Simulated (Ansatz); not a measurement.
System: fluorite PtAl2. Method: LC-ωPBE (plane waves, PAW; Ansatz, a program for electronic structure).

Numerical settings: plane-wave cutoff 460 eV, 8×8×8 k mesh, Fermi–Dirac smearing 0.05 eV, scalar-relativistic PAW data made under PBE.

A third-order Birch–Murnaghan fit to the energies gives V0 = 16.805 Å³/atom, B0 = 155 GPa, B′ = 4.2.

| V (Å³/atom) | P (GPa) |
|---|---|
| 15.920 | ? |
| 16.339 | ? |
| 16.758 | 0.43 |
| 17.170 | ? |
| 17.596 | ? |

Question: Estimate the withheld pressures from this fit; the answers are the runs' own values.

Answer: 
- 15.920, P (GPa): 9.37
- 16.339, P (GPa): 4.61
- 17.170, P (GPa): -3.18
- 17.596, P (GPa): -6.46

The formula P = (3/2) B0 (x^(7/3) − x^(5/3)) [1 + (3/4)(B′ − 4)(x^(2/3) − 1)] with x = V0/V meets the computed pressures within 0.03 GPa when these rounded values are put in.

Spin–orbit coupling is not included.

The computed numbers hold no vibrational or temperature effects.
